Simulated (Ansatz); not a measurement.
The starting structures come from a database of crystals and need not be the phases stable at ambient conditions.

 Where the default PAW files enter, the runs use the earlier of Ansatz's two default sets.

## Evanescent states of K₂MgH₄ (I4/mmm, not sure to be the ambient phase, 7 atoms a cell, 15.0 Å³ an atom) along the normal of (110)

These are r2SCAN (plane waves, PAW; Ansatz, an electronic-structure program) values and carry that method's errors.

The gap is the functional's own, uncorrected, and κ follows it; spin-orbit coupling is left out. Mid-gap values are interpolated between the computed energies.

Energies count from the valence-band top; κ is the least over a 6×6 mesh across the current.

| E (eV) | κ (1/Å) | where |
|---|---|---|
| 0.10 | 0.134 | Γ |
| 0.30 | 0.223 | Γ |
| 0.50 | 0.277 | Γ |
| 0.70 | 0.316 | Γ |
| 0.90 | 0.346 | Γ |
| 1.10 | 0.370 | Γ |
| 1.30 | 0.376 | off Γ |
| 1.50 | 0.379 | off Γ |
| 1.70 | 0.381 | off Γ |
| 1.90 | 0.375 | off Γ |
| 2.10 | 0.368 | off Γ |
| 2.30 | 0.359 | off Γ |
| 2.50 | 0.347 | off Γ |
| 2.70 | 0.334 | off Γ |
| 2.90 | 0.318 | off Γ |
| 3.10 | 0.299 | off Γ |
| 3.30 | 0.277 | off Γ |
| 3.50 | 0.250 | off Γ |
| 3.70 | 0.214 | off Γ |
| 3.90 | 0.167 | off Γ |
| 4.10 | 0.042 | Γ |

How thick must the barrier be to attenuate the transmission by 10^8 when the electrodes' Fermi level lies at 3.90 eV, and what attenuation does that film give at 1.30 eV?

d = 8 ln 10 / (2 × 0.167) = 55.2 Å. At 1.30 eV it gives 8 × 0.376/0.167 = 18.0 decades.
